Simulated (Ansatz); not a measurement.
BaZrO3, response to strain

Take BaZrO₃ in the cubic perovskite structure (space group Pm-3m, No. 221; a = 4.227 Å) as the base.

Strains are applied to the cell and any free atomic positions relax.

Calculations: plane-wave PAW DFT at the PBE level (Ansatz, a program for electronic structure, 420 eV), without spin-orbit coupling.

```json
[
 {"isotropic strain (%)": "0", "band gap (eV)": "3.18"},
 {"isotropic strain (%)": "0.6", "band gap (eV)": "?"},
 {"isotropic strain (%)": "1.2", "band gap (eV)": "3.09"},
 {"isotropic strain (%)": "1.8", "band gap (eV)": "3.05"},
 {"isotropic strain (%)": "2.4", "band gap (eV)": "3.00"},
 {"isotropic strain (%)": "3", "band gap (eV)": "2.96"}
]
```

Fit E_g = E₀ + Dε (ε in %) to the rows shown and predict the withheld row.

Least squares on the printed values gives E₀ = 3.18 eV, D = -73.6 meV per % of strain (largest residual 0.00 eV); this predicts 3.14 eV, and the run gives 3.14 eV, in agreement.

Whether these cells are dynamically stable was not tested.
